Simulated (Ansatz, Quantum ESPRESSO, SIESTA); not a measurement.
**Code comparison for CaC₂ (C2/c, 6 atoms in the cell)**

Self-consistent single point.

```
CaC2
1.0
    3.34466    -2.11084     0.00000
    3.34466     2.11084     0.00000
   -2.22920     0.00000     7.14948
Ca C
2 4
Direct
  0.17452   0.82548   0.75000
  0.82548   0.17452   0.25000
  0.42071   0.13967   0.56012
  0.57929   0.86033   0.43988
  0.86033   0.57929   0.93988
  0.13967   0.42071   0.06012
```

Shared settings, as Ansatz (a program for electronic structure) writes them: kpoints.mp_grid.grid = 6 6 3; scf.occupations.method = fixed. Potentials and cutoffs stand in the table.

| code | model | pressure (GPa) | largest force (eV/Å) | gap on the mesh (eV) | cutoff |
|---|---|---|---|---|---|
| Ansatz | PBEsol, PAW files made with PBE | -5.00 | 0.646 | 1.979 | default |
| SIESTA | GGA PBEsol, numerical atomic orbitals DZP, PseudoDojo PBEsol standard norm-conserving potentials (rewritten from UPF to PSML) | 1.49 | 1.145 | 2.788 | grid 300 Ry |
| Quantum ESPRESSO | PBEsol, GBRV 1.5 ultrasoft (PBESOL) pseudopotentials | -4.66 | 0.394 | 1.968 | 40 Ry |

Size of the force on each atom (eV/Å): Sizes of forces hide their directions.

| code | Ca1 | Ca2 | C3 | C4 | C5 | C6 |
|---|---|---|---|---|---|---|
| Ansatz | 0.118 | 0.118 | 0.646 | 0.646 | 0.646 | 0.646 |
| SIESTA | 0.170 | 0.170 | 1.145 | 1.145 | 1.145 | 1.145 |
| Quantum ESPRESSO | 0.121 | 0.121 | 0.394 | 0.394 | 0.394 | 0.394 |

Gaps are read on the mesh.

The spread over the programs that give each value: pressure within 6.49 GPa; largest force within 0.751 eV/Å; gap on the mesh within 0.820 eV.

SIESTA uses small atom-centred bases, whose incompleteness enters pressures, forces and empty levels differently from a plane-wave cutoff. Ansatz's pressure is given at a fixed set of plane waves, as the other plane-wave codes print theirs; with its correction for the finite basis it is -4.88 GPa. In the pressure, SIESTA (by 6.32) lies more than 1 GPa from the median of the plane-wave programs. In the gap, SIESTA (by 0.814) lies more than 0.12 eV from the median of the plane-wave programs.

On the base mesh (5 5 3) the same programs gave: Ansatz pressure -5.00 GPa, gap on the mesh 2.218 eV; Quantum ESPRESSO pressure -4.66 GPa, gap on the mesh 2.207 eV; SIESTA pressure 1.49 GPa, gap on the mesh 3.007 eV.

The values differ from the base mesh's, so the mesh still matters here: the table compares the programs at equal settings.

The starting cell comes from a database of computed structures (which also holds hypothetical and non-ambient phases and stackings), without a prior relaxation at this level. Its lattice was rescaled by a random factor within 2.5 % of one.

Left out of this page: CP2K (on another mesh).

Keys are those of Ansatz 0.2.
